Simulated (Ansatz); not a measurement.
Seebeck coefficient (μV/K, mean over directions) of n-type GeSe$_{2}$ (I-42d) against carrier density, PBEsol, rigid bands run with Ansatz (a quantum-chemistry and plane-wave program). Computed gap 1.35 eV; densities at which minority carriers matter at this gap, or further valleys turn the trend, are left out. Conductivity mass 0.61 mₑ (harmonic mean over directions), N_c = 2.4e19 cm⁻³ at 300 K.

```tsv
electron density	300 K	500 K
1e16 cm⁻³	-884	-952
1e17 cm⁻³	-686	-754
1e18 cm⁻³	-487	___
3e18 cm⁻³	-393	___
1e19 cm⁻³	-292	-359
3e19 cm⁻³	-204	-267
1e20 cm⁻³	-119	-174
3e20 cm⁻³	-64	-106
1e21 cm⁻³	___	-73
```

Q: What belongs in the gaps?

A: 
- 1e18 cm⁻³, 500 K: -555
- 3e18 cm⁻³, 500 K: -461
- 1e21 cm⁻³, 300 K: -41

Rigid bands with a gap fixed in temperature, one relaxation time for all states, no polarons or phonon drag, and whether or not such doping can be reached. Spin-orbit coupling is left out.

Computed structure, not matched to a measured one here, so possibly hypothetical: GeSe2 (I-42d).
